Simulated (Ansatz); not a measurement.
As on the B site in zinc-blende BAs, relaxed from 2 sites or starts (the B site; the B site, started 0.95 Å off site, one bond broken); at each charge the lowest end counts.

Calculation: PBE, PAW (plane waves to 420 eV; Ansatz, a quantum-chemistry and plane-wave program). Details: 64-site cell; 2×2×2 shifted k-points; host gap 1.20 eV; charged states image-corrected; corrections pass 1 eV, so highly charged states may be off by several tenths; flagged in the runs: for some of the defects a doubtful potential alignment.

```csv
charge,neighbours at the lowest end (Å),"corrected energy + q E_VBM, against the first (eV)"
+2,"As 2.37, As 2.37, As 2.37, As 2.37",0.00
+1,"As 2.40, As 2.40, As 2.40, As 2.40",0.30
0,"As 2.43, As 2.43, As 2.43, As 2.43",1.02
```

Charges from +2 to −1 were run. The lines E(q) + q E_F give the stable charge, which changes above the valence-band maximum at (+2/+1) at 0.30 eV; (+1/0) at 0.73 eV.
